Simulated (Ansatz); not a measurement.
The starting structures come from a database of crystals and need not be the phases stable at ambient conditions.

By PBEsol, the system below comes out a metal.

The ballistic (Sharvin) conductance counts the channels at the Fermi level: G/A = (e²/h) × channels of both spins per area.

Input:

```yaml
crystal:
  lattice:
    - [4.06993, 0.00000, 0.00000]
    - [0.00000, 4.15700, 0.00000]
    - [0.00000, -2.07850, 3.60007]
  atoms:
    - { symbol: Y, position: [0.00000, 0.00000, 0.00000] }
    - { symbol: Si, position: [0.50000, 0.66667, 0.33333] }
    - { symbol: Si, position: [0.50000, 0.33333, 0.66667] }
```

Space group of this cell: P6/mmm. The cell is strained (all lengths scaled by 1.02); by PBEsol its mean pressure is -6.5 GPa.

The current flows along the normal of the first two printed cell vectors, the (100) plane of the conventional cell. No spin-orbit coupling; the value is a mean over 0.1 eV about the Fermi level.

**Question.** Compute, with PBEsol in Ansatz (a quantum-chemistry and plane-wave program), the ballistic conductance per area.

**Answer.** 1.0 × 10¹⁵ S/m² for both spins.
